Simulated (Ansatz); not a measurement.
Consider CuI in the zinc blende structure (space group F-43m, No. 216; a = 5.862 Å). Axes: x, y, z lie along the cube axes.

Method: Ansatz (a quantum-chemistry and plane-wave program) LDA, no spin-orbit coupling.

Perturbation: every lattice vector is shortened by 0.50 %; the atoms relax in the strained cell.

**Question.** Predict the stress tensor and what it implies for the stiffness.

**Answer.** Stress of the strained cell less that of the base (GPa, compression positive):
```
   0.89    0.00    0.00
   0.00    0.89    0.00
   0.00    0.00    0.89
```

Then B = −ΔP/(ΔV/V₀) with ΔV/V₀ = -0.0149 gives secant stiffness values (nonlinear terms included at this strain): B ≈ 59 GPa.

No phonon test of stability was made. The final runs are not spin-polarised.
